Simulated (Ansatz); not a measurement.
Consider an 18-atom supercell of TiSi₂ (space group Cmcm, No. 63; a = 3.5149 Å, b = 13.3480 Å, c = 3.5571 Å) at its relaxed geometry.

Calculations: Ansatz (a first-principles code) PBEsol, spin-orbit coupling left out.

One neutral defect a cell, atoms relaxed at fixed cell.

One change was made to it. Results:

The largest displacement of a host atom from its site in the perfect cell comes out as 0.16 Å; the pressure goes from zero to 2.0 GPa.

Question: Name the change that was made.
A. Pt on a Si site
B. Ti on a Si site (antisite)
C. H interstitial (started 1.67 Å from the nearest host atom)

Answer: C, H interstitial (started 1.67 Å from the nearest host atom). For comparison, the pressure in the other runs: Ti on a Si site (antisite) gives 3.2 GPa; Pt on a Si site gives 3.9 GPa.

The cell is small, so the values are those of an ordered compound at a high defect concentration; dilute-limit values will differ. The final runs are not spin-polarised.
